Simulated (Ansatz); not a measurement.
The structure below was relaxed with Ansatz (a quantum-chemistry and plane-wave program) PBEsol, no SOC, earlier PAW set.

```
CELL_PARAMETERS angstrom
      3.17225     0.00000     0.00000
     -1.58612     2.74725     0.00000
      0.00000     0.00000     3.58253
ATOMIC_POSITIONS crystal
  W  0.00000 0.00000 0.00000
  Ge 0.66667 0.33333 0.50000
```

### Question
Find the space group and the Wyckoff positions.

### Answer
Space group P-6m2 (No. 187); a = b = 3.1722 Å, c = 3.5825 Å, α = β = 90.00°, γ = 120.00°

| atom | site | symmetry | x | y | z |
|---|---|---|---|---|---|
| W | 1a | -6m2 | 0.0000 | 0.0000 | 0.0000 |
| Ge | 1f | -6m2 | 0.6667 | 0.3333 | 0.5000 |

### Question
Describe the coordination.

### Answer
The crystal has 2 atoms in its conventional cell. Conventional cell: a = 3.172 Å, b = 3.172 Å, c = 3.583 Å, α = 90.00°, β = 90.00°, γ = 120.00°. W is surrounded by 6 Ge at 2.562 Å and 6 W at 3.172 Å. Ge is coordinated by 6 W at 2.562 Å (trigonal prismatic). (Neighbours: up to the widest gap in distance over summed covalent radii, below 1.35, at either atom; cation-cation and far metal-metal contacts left out.)

Stability against distortions was not tested. The final runs are not spin-polarised. The cell was made from WC by this change: C → Ge; the result is a hypothetical phase, not in the database extracts checked.
